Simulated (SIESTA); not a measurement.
Input and output of a relaxation of cell and atoms for CdPbF6 (P1, 8 atoms in the cell) (SIESTA).

Method: LDA PW92, numerical atomic orbitals TZP, PseudoDojo LDA standard norm-conserving potentials (rewritten from UPF to PSML) (SIESTA).

```yaml
crystal:
  lattice:
    - [2.64395, 1.52649, 5.11194]
    - [-2.64395, 1.52649, 5.11194]
    - [0.00000, -3.05297, 5.11194]
  atoms:
    - { symbol: Cd, position: [0.50875, 0.50116, 0.49611] }
    - { symbol: Pb, position: [0.00110, 0.99800, 0.00216] }
    - { symbol: F, position: [0.23730, 0.60887, 0.91307] }
    - { symbol: F, position: [0.75486, 0.39240, 0.08758] }
    - { symbol: F, position: [0.91460, 0.24163, 0.60508] }
    - { symbol: F, position: [0.07982, 0.75804, 0.40344] }
    - { symbol: F, position: [0.60308, 0.91667, 0.23472] }
    - { symbol: F, position: [0.40049, 0.08322, 0.75784] }
```

Reference input (self-consistent single point, DFT, LDA PW92, numerical atomic orbitals TZP, PseudoDojo LDA standard norm-conserving potentials (rewritten from UPF to PSML)): XC.functional = LDA; XC.authors = PW92; potentials = PseudoDojo LDA standard; PAO.BasisSize = TZP; PAO.EnergyShift = 0.01 Ry; MeshCutoff = 400 Ry; kgrid.MonkhorstPack = 3 3 3; OccupationFunction = FD; ElectronicTemperature = 0.01 eV; MaxSCFIterations = 150; SCF.Mixer.Method = Pulay; SCF.Mixer.Weight = 0.25. This run's input differs from it in these lines:

```diff
@@ -48,2 +48,7 @@
 Diag.ParallelOverK           true
+MD.TypeOfRun                 Broyden
+MD.Steps                     40
+MD.MaxForceTol               0.02 eV/Ang
+MD.VariableCell              true
+MD.MaxStressTol              0.05 GPa
 WriteForces                  true
```

Log, with long lists cut:

```
        iscf     Eharris(eV)        E_KS(eV)     FreeEng(eV)     dDmax    Ef(eV) dHmax(eV)
   scf:    1   -10685.342238   -10685.912144   -10685.912144  1.547263 -5.859445 12.835103
   scf:    2   -10692.838274   -10689.942788   -10689.942788  0.363668 -6.449811  5.299472
   scf:    3   -10691.036519   -10690.646504   -10690.646504  0.202281 -6.812102  1.299408
   scf:    4   -10690.739318   -10690.705976   -10690.705976  0.070248 -6.346182  0.401346
   scf:    5   -10690.712117   -10690.709522   -10690.709522  0.014609 -7.305684  0.091891
   [... 2 lines left out ...]
   scf:    8   -10690.710945   -10690.710937   -10690.710937  0.000922 -7.292454  0.003527
   scf:    9   -10690.710938   -10690.710937   -10690.710937  0.000081 -7.292757  0.003832
   scf:   10   -10690.710938   -10690.710938   -10690.710938  0.000137 -7.291574  0.000334
   scf:   11   -10690.710938   -10690.710938   -10690.710938  0.000010 -7.291598  0.000148
SCF Convergence by DM+H criterion
max |DM_out - DM_in|         :     0.0000098459
max |H_out - H_in|      (eV) :     0.0001483931
SCF cycle converged after 11 iterations

Using DM_out to compute the final energy and forces

siesta: E_KS(eV) =           -10690.7109

siesta: E_KS - E_eggbox =    -10690.7109

siesta: Atomic forces (eV/Ang):
     1   -0.142482   -0.211918   -0.270667
     2    0.041742    0.084563    0.232982
     3    0.311628    0.141613   -0.263697
     4   -0.213684   -0.112182    0.207947
     5   -0.098566    0.017129   -0.047783
     6    0.244458    0.111744    0.121327
     7    0.061678   -0.112812   -0.063995
     8   -0.204288    0.085691    0.085737
   Tot    0.000485    0.003827    0.001851
   Max    0.311628
   Res    0.166602    sqrt( Sum f_i^2 / 3N )
   Max    0.311628    constrained

   [... lines left out ...]
siesta: Pressure (static):        -68.41622435  kBar
siesta: Pressure (total):        -68.41622435  kBar
No target stress found, assuming hydrostatic MD.TargetPressure.
Target stress (kBar)
outcell: Cell volume (Ang**3)        :    103.7299
        iscf     Eharris(eV)        E_KS(eV)     FreeEng(eV)     dDmax    Ef(eV) dHmax(eV)
siesta: Pressure (static):         -0.06416377  kBar
siesta: Pressure (total):         -0.06416377  kBar
outcell: Cell volume (Ang**3)        :    103.7299
siesta: FreeEng =    -10691.264474
   [... lines left out ...]
siesta:     0.000093   -0.000237   -0.000016
siesta:    -0.000237    0.000038    0.000130
siesta:    -0.000016    0.000130   -0.000011

siesta: Cell volume =        103.729916 Ang**3

siesta: Pressure (static):
siesta:                Solid            Molecule  Units
siesta:          -0.00000044         -0.00000032  Ry/Bohr**3
siesta:          -0.00004005         -0.00002943  eV/Ang**3
siesta:          -0.06416377         -0.04715394  kBar
```

The run converged. 

Summary of the result:
```
Property                                                                                                                Result
------------------------------------------------  ----------------------------------------------------------------------------
Free energy E − TS                                                                                              -10691.2645 eV
Top of the valence band (on the code's own zero)                                                                      -7.79 eV
Gap on the k-point mesh                                                                                                1.98 eV
Pressure                                                                                                             -0.01 GPa
Largest force (vector length)                                                                                       0.017 eV/Å
Final cell                                        a = 5.6079 Å, b = 5.6201 Å, c = 5.6119 Å, α = 52.68°, β = 52.73°, γ = 52.77°
Final volume per atom                                                                                                 12.97 Å³
Relaxation steps                                                                                                            20
```

The starting cell comes from a database of computed structures (which also holds hypothetical and non-ambient phases and stackings), without a prior relaxation at this level. Its atoms were displaced at random from the sites of space group no. 148. Spin-orbit coupling is off. Values carry the incompleteness of an atom-centred basis.

Cost on one core of a shared machine: roughly 7 min.
